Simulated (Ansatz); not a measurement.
The parent structure is Ta in the diamond structure (space group Fd-3m, No. 227; a = 6.0035 Å; a hypothetical phase, not in the database extracts checked).

One thing is altered: a hydrostatic pressure of 0.3 GPa.

Levels (all Ansatz, a quantum-chemistry and plane-wave program, PAW): PBEsol (420 eV, without spin-orbit coupling); PBEsol+SOC (420 eV, noncollinear with spin-orbit coupling).

The geometry is relaxed with PBEsol.

```
Property          Result
---------------  -------
PBEsol pressure  0.3 GPa
```

With PBEsol+SOC at the same geometry, the pressure increases by 0.2 GPa to 0.5 GPa.

Single points use the geometry relaxed with PBEsol. Differences between runs with and without spin-orbit coupling are approximate. Load acts through the strain it causes; cell and atoms are relaxed under it. Stability against distortions was not tested. The runs without spin-orbit coupling are not spin-polarised. Ta has a high density of states at the Fermi level and may be magnetic at this level.
